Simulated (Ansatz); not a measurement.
Effective masses and thermopower of monolayer SnO

```xyz
4
Lattice="3.7330 0.0000 0.0000 0.0000 3.7330 0.0000 0.0000 0.0000 18.2254" Properties=species:S:1:pos:R:3 pbc="T T T"
Sn     1.8665     0.0000    10.3237
Sn     0.0000     1.8665     7.9016
O      0.0000     0.0000     9.1127
O      1.8665     1.8665     9.1127
```

The numbers are results of PBE, rigid bands (plane waves, PAW, scalar-relativistic; Ansatz, a quantum-chemistry and plane-wave program), not measurements. Condition of this run: biaxial strain -3 %. Cell: cell and atoms relaxed with PBE, then loaded as said.

```
Quantity                                              Value
----------------------------------------------  -----------
band gap                                            3.07 eV
electron conductivity mass (300 K, dilute)          1.09 mₑ
hole conductivity mass (300 K, dilute)               4.2 mₑ
effective density of states N_c (300 K)         5.1e13 cm⁻²
effective density of states N_v (300 K)         2.2e14 cm⁻²
Seebeck coefficient, n-type 1.8e12 cm⁻², 300 K    -471 μV/K
Seebeck coefficient, p-type 1.8e12 cm⁻², 300 K     569 μV/K
```

Rigid bands; masses and Seebeck coefficients take one relaxation time τ for all states and one kind of carrier; polarons and phonon drag are left out. Spin-orbit coupling is left out; where it splits the top of the valence band, N_v and the p-type Seebeck coefficient come out somewhat high without it.
